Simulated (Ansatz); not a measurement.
**Rock-salt GaSb (model structure): properties by level of theory**

```csv
level (code),equilibrium lattice constant a (Å),formation enthalpy (eV/atom)
LDA (Ansatz),5.646,0.030
PBE-D4 (Ansatz),5.695,0.022
rVV10 (Ansatz),5.877,0.059
```

Ansatz's density-functional and Hartree–Fock values are scalar-relativistic unless marked +SOC, with PAW data made under PBE.

Static lattice: no zero-point or thermal effects.

A model structure was made by putting elements into a prototype or built by hand; it is no filed structure, need not be a known phase, and can be a saddle point held by its symmetry.

Ansatz is a program for electronic structure.
